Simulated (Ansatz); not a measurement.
**Effect of uniaxial stress, 2 GPa compression along x on SnO2**

The reference is SnO₂ in the rutile structure (space group P4_2/mnm, No. 136; a = 4.759 Å, c = 3.200 Å). Axes: x, y, z lie along a, b, c of the conventional cell.

It is then changed as follows: uniaxial stress, 2 GPa compression along x; all other stress components relax to zero.

Computed with DFT with r2SCAN, PAW potentials and a 500 eV plane-wave cutoff in Ansatz (a program for electronic structure), no SOC, earlier PAW set. Settings: 7×7×10 k-points, 0.05 eV Fermi–Dirac smearing.

| quantity | base | changed | shift |
|---|---|---|---|
| volume per atom | 12.08 Å³ | 12.03 Å³ | -0.05 Å³ |
| space group | P4_2/mnm (No. 136) | Pnnm (No. 58) | – |
| shortest interatomic distance | 2.059 Å | 2.053 Å | -0.006 Å |
| energy relative to the base (free energy F) | 0 meV/atom | +1.2 meV/atom | +1.2 meV/atom |
| band gap | 1.79 eV | 1.83 eV | +0.04 eV |
| gap character | direct at Γ | direct at Γ | – |
| electron mass | 0.20 mₑ along c, 0.23 mₑ across (at Γ) | 0.20 mₑ along z, 0.23 mₑ across (at Γ) | – |
| hole mass | 1.7 mₑ along c, 1.3 mₑ across (at Γ) | 1.5 mₑ along x, 1.2 mₑ along y, 1.8 mₑ along z (at Γ) | – |
| valence-band top at Γ (three highest levels, from the VBM) | 0.00, -0.77, -0.77 eV | 0.00, -0.70, -0.81 eV | – |
| strain response (xx, yy, zz) | – | (−1.58, +0.96, +0.21) % | – |
| secant Young's modulus along x | – | 130 GPa | – |
| mean lateral Poisson ratio | – | 0.37 | – |

Cost of the whole job for the changed cell (relaxation, final SCF and bands): about 90 core-seconds (a rough figure).

Effective masses come from finite differences of ±0.01 Å⁻¹. Stability under load was not tested beyond the relaxation. The base started in Pnnm and relaxed to P4_2/mnm at this level. k-point labels follow each cell's own Brillouin zone.
